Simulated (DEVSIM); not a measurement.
System: abrupt Si p-n junction, at 300 K.

Layer 1 from the left is Si, thickness (μm) 43.0, Na (cm⁻³) 3.3e16, τn (s) 3.5e-5, τp (s) 3.5e-5. Layer 2 from the left is Si, thickness (μm) 9.00, Nd (cm⁻³) 7.6e14, τn (s) 3.5e-5, τp (s) 3.5e-5.

Left contact: ohmic. Right contact: ohmic. Voltage is applied to the left contact. Recombination: SRH at mid-gap. Mobility is constant in doping.

This is a model device: material constants are rounded textbook-type values typed into the input, and sizes, dopings and lifetimes were drawn at random. Values at 300 K.

Si: gap (eV) 1.124, affinity (eV) 4.05, permittivity 11.7, Nc (cm⁻³) 2.86e19, Nv (cm⁻³) 3.1e19, μn (cm²/Vs) 1417, μp (cm²/Vs) 470.

Task: Estimate by hand the built-in potential, the peak field at zero bias, the capacitance at -1.5 V, and compare with a numerical solution.

Result: 
- Built-in potential: ni = √(Nc Nv) exp(−Eg/2kT) = 1.08e10 cm⁻³ with Eg = 1.124 eV; Vbi = kT/q ln(Na Nd/ni²) = 0.675 V; numerical 0.675 V.
- Peak field at zero bias: depletion approximation: W = √(2εVbi/(qN)) = 1.08 μm with N = 7.43e14 cm⁻³; field = 2Vbi/W = 12500 V/cm; numerical 14100 V/cm (estimate below by 12 %).
- Capacitance at -1.5 V: C = √(qεN / 2(Vbi + |V|)) = 5.32 nF/cm²; numerical 5.39 nF/cm² (estimate below by 1.3 %).

Simulated with DEVSIM: 1D drift-diffusion, Boltzmann statistics, complete ionisation; no tunnelling, impact ionisation, image-force lowering or self-heating.
